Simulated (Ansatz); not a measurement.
Abridged Ansatz (a program for electronic structure) output:

```
Relaxation: its limit of steps is 50 (relax.max_steps)
Pseudopotential: Si, paw, valence charge 4
Pseudopotential: W, paw, valence charge 14
Crystal: 3 atoms, lattice volume = 41.289 Å³
Basis set: ecut = 420 eV, 809 PW (Γ), exchange–correlation on 64×64×64 points (8 copies of the dense FFT grid, shifted against one another)
Bands: 15, of which v1, the nominal top of the filled ones, is band 11 counted from 1 (10 counted from 0)
Symmetry: 16 space group operations
k-points: 1183 of 15625
Functional: x = pbesol(κ = 0.804, μ = 0.12345679012345678), c = pbesol(β = 0.046)
SCF iter   1: F=—  HF=-11500.844598 eV  |F-HF|=—  |Δ(HF+E_count)|=         —  Δρ=4.28e-3  dr2=6.80e-3  ethr=1.77e-3  ⟨swp⟩=5.0  Hψ=102491  notcnv=0
SCF iter   2: F=—  HF=-11500.843613 eV  |F-HF|=—  |Δ(HF+E_count)|=   9.85e-4  Δρ=2.17e-3  dr2=1.04e-3  ethr=3.09e-5  ⟨swp⟩=1.0  Hψ=27214  notcnv=0
SCF 1 converged in 7 iterations: F = -11500.843525 eV  dr2 = 8.68e-12
relax step   1: F+E_penalty+E_count = -11500.84352491 eV  Δ(F+E_penalty+E_count) = +0.000e0 eV  max|allowed force component| = 9.832e-2 eV/Å  Δτ_max = 0.0000 Å  (7 SCF iters, accepted)
Crystal: 3 atoms, lattice volume = 41.289 Å³
SCF iter   1: F=—  HF=-11500.844139 eV  |F-HF|=—  |Δ(HF+E_count)|=         —  Δρ=4.33e-4  dr2=1.74e-4  ethr=7.89e-7  ⟨swp⟩=2.0  Hψ=68516  notcnv=0
SCF iter   2: F=—  HF=-11500.844107 eV  |F-HF|=—  |Δ(HF+E_count)|=   3.16e-5  Δρ=2.22e-4  dr2=4.42e-5  ethr=7.89e-7  ⟨swp⟩=1.1  Hψ=17990  notcnv=0
SCF 2 converged in 6 iterations: F = -11500.844090 eV  dr2 = 3.26e-11
relax step   2: F+E_penalty+E_count = -11500.84408957 eV  Δ(F+E_penalty+E_count) = -5.647e-4 eV  max|allowed force component| = 1.533e-2 eV/Å  Δτ_max = 0.0050 Å  (6 SCF iters, accepted)
Crystal: 3 atoms, lattice volume = 41.289 Å³
SCF iter   1: F=—  HF=-11500.844110 eV  |F-HF|=—  |Δ(HF+E_count)|=         —  Δρ=7.98e-5  dr2=5.90e-6  ethr=2.68e-7  ⟨swp⟩=2.2  Hψ=44693  notcnv=0
SCF iter   2: F=—  HF=-11500.844104 eV  |F-HF|=—  |Δ(HF+E_count)|=   6.00e-6  Δρ=4.04e-5  dr2=1.45e-6  ethr=2.68e-8  ⟨swp⟩=1.0  Hψ=27209  notcnv=0
SCF 3 converged in 5 iterations: F = -11500.844104 eV  dr2 = 1.85e-11
relax step   3: F+E_penalty+E_count = -11500.84410353 eV  Δ(F+E_penalty+E_count) = -1.395e-5 eV  max|allowed force component| = 6.509e-5 eV/Å  Δτ_max = 0.0009 Å  (5 SCF iters, accepted)
SCF converged after 5 iterations
Free energy (F): -11500.844104 eV
Internal energy: -11500.830203 eV  (E = F + TS)
E sigma→0 (E₀):  -11500.837153 eV
Entropy (-TS):   -0.013901 eV (-4.634 meV/atom)
Fermi energy:    16.278803 eV
--- Forces (eV/Å), atoms counted from 1 ---
  atom   1  Si     0.00000000     0.00000000     0.00006509
  atom   2  Si     0.00000000    -0.00000000    -0.00006509
  atom   3  W     -0.00000000    -0.00000000     0.00000000
--- Stress (GPa, compression-positive) ---
       -2.812608      -0.000000       0.000000
       -0.000000      -2.812608       0.000000
        0.000000      -0.000000     -14.339705
  P = ⅓ Tr σ = -6.6550 GPa (-66.550 kbar)
--- Relaxed structure (3 steps of the walk, 3 accepted, 0 SCFs on fresh bases) ---
  atoms:
    - { symbol: Si, position: [0.6647948833872571, 0.6647948833872571, 2.5685100137315496e-35] }
    - { symbol: Si, position: [0.3352051166127428, 0.3352051166127428, 1.8167509853223155e-35] }
    - { symbol: W, position: [-9.019667446952466e-36, -3.533123344127566e-35, -4.385260999053865e-35] }
```

Q: What was computed, and what are the main results?

A: WSi2, 3 atoms in the cell, with Ansatz, PBEsol, PAW, cutoff 420 eV, no spin-orbit coupling. The last SCF converged to F = -11500.844104 eV, or -3833.6147 eV per atom, at a pressure of -6.66 GPa. The total energy compares only with runs of the same code, potentials and settings.

The cells carry an imposed strain or load. No phonon test of stability was made. The final runs are not spin-polarised. The cell was made from WSi2 (space group I4/mmm, No. 139) by this change: uniaxial strain ε_zz = +3.00 %.

Keys are those of Ansatz 0.2.
